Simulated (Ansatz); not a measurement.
**NbP, response to strain**

The reference is NbP (space group I4_1md, No. 109; relaxed with 0.1 eV smearing).

```
NbP
1.0
   -1.67345     1.67345     5.71498
    1.67345    -1.67345     5.71498
    1.67345     1.67345    -5.71498
Nb P
2 2
Direct
  0.99930   0.99930   0.00000
  0.74930   0.24930   0.50000
  0.41670   0.41670   0.00000
  0.16670   0.66670   0.50000
```

Cartesian axes are those of the cell as printed.

Strains are applied to the cell and any free atomic positions relax; under biaxial strain the out-of-plane vector relaxes too.

Computed with PBE (Ansatz, an electronic-structure program), without spin-orbit coupling.

```json
[
 {"biaxial strain, plane normal [001], relaxed out of plane (%)": "0", "out-of-plane strain (%)": "0.00"},
 {"biaxial strain, plane normal [001], relaxed out of plane (%)": "0.89", "out-of-plane strain (%)": "?"},
 {"biaxial strain, plane normal [001], relaxed out of plane (%)": "1", "out-of-plane strain (%)": "-0.89"},
 {"biaxial strain, plane normal [001], relaxed out of plane (%)": "2.6", "out-of-plane strain (%)": "-2.17"},
 {"biaxial strain, plane normal [001], relaxed out of plane (%)": "4.33", "out-of-plane strain (%)": "-3.39"}
]
```

Q: Fit ε⊥ = −νε + γε² (strains in %) to the rows shown and predict the withheld row.

A: Least squares on the printed values gives ν = 0.92 (the biaxial Poisson response) and γ = 0.031 (largest residual 0.00 %); this predicts -0.79 %, and the run gives -0.79 %, in agreement.

No phonon test of stability was made. The final runs are not spin-polarised.
